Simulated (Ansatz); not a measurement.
## TiC, pressure series

Take TiC in the rock salt structure (space group Fm-3m, No. 225; a = 4.328 Å) as the base.

Cell and atoms are relaxed at each pressure.

Level of theory: r2SCAN/PAW in Ansatz (an electronic-structure program), no spin-orbit coupling.

Notes on the quantities. enthalpy: H = E + PV relative to the base's energy.

| variant | enthalpy | shortest interatomic distance | density |
|---|---|---|---|
| base | – | 2.164 Å | 4.91 g/cm³ |
| pressure −2 GPa | -0.13 eV/atom | 2.170 Å | 4.87 g/cm³ |
| pressure −1 GPa | -0.06 eV/atom | 2.167 Å | 4.89 g/cm³ |
| pressure 0.3 GPa | +0.02 eV/atom | 2.163 Å | 4.91 g/cm³ |
| pressure 0.7 GPa | +0.04 eV/atom | 2.162 Å | 4.92 g/cm³ |
| pressure 1.5 GPa | +0.09 eV/atom | 2.160 Å | 4.93 g/cm³ |
| pressure 3 GPa | +0.19 eV/atom | 2.156 Å | 4.96 g/cm³ |
| pressure 5 GPa | +0.31 eV/atom | ___ | ___ |
| pressure 7.5 GPa | +0.47 eV/atom | 2.144 Å | 5.04 g/cm³ |
| pressure 10 GPa | +0.62 eV/atom | 2.138 Å | 5.08 g/cm³ |

Question: Some entries are withheld; estimate them.

Answer: 
- pressure 5 GPa, shortest interatomic distance: 2.151 Å
- pressure 5 GPa, density: 5.00 g/cm³

Load acts through the strain it causes; cell and atoms are relaxed under it. Stability against distortions was not tested. No other phases were tried under pressure. The final runs are not spin-polarised.
